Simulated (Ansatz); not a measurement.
Some atoms of an NVE trajectory of composition Si15P, cell Si60P4, first heated far above this temperature, then brought to it, at a temperature that wasn't checked against the liquidus, so perhaps supercooled [in the run: it was liquid; mean temperature 1498 K (target 1500 K); density 2.46 g/cm³; mean pressure -0.5 GPa against a target of 0]; time step 2.0 fs, velocity Verlet. Method: PBE (plane waves, PAW; Ansatz, an electronic-structure program). On the run's last frame a denser k-mesh moved the forces by 0.107 eV/Å rms, the static pressure by 0.06 GPa and the free energy by 0 meV/atom, which is about how far such values are converged.

| atom | mass (u) | x y z (Å) | v (Å/fs) | F (eV/Å) |
|---|---|---|---|---|
| Si1 | 28.085 | 7.00259 7.88998 -7.63256 | -0.003757 -0.001479 0.003496 | 0.1253 0.3450 0.2351 |
| Si18 | 28.085 | 6.47837 16.85819 -0.59286 | -0.005732 0.003926 0.002009 | 0.6539 0.3821 -1.3792 |
| Si40 | 28.085 | 17.38290 -0.37850 -7.26687 | -0.011848 0.006455 -0.012490 | 0.3691 0.4963 0.0024 |
| Si48 | 28.085 | 5.07234 2.72280 -2.70555 | -0.007364 -0.003890 0.004649 | -1.2161 -0.0179 0.7150 |

Q: Give their positions one step later.

A: x' = x + vΔt + FΔt²/(2m), with 1 eV/(Å·u) = 0.0096485 Å/fs².
```csv
atom,x' y' z' (Å)
Si1,6.99516 7.88726 -7.62541
Si18,6.46735 16.86630 -0.58979
Si40,17.35945 -0.36525 -7.29184
Si48,5.05677 2.71500 -2.69577
```
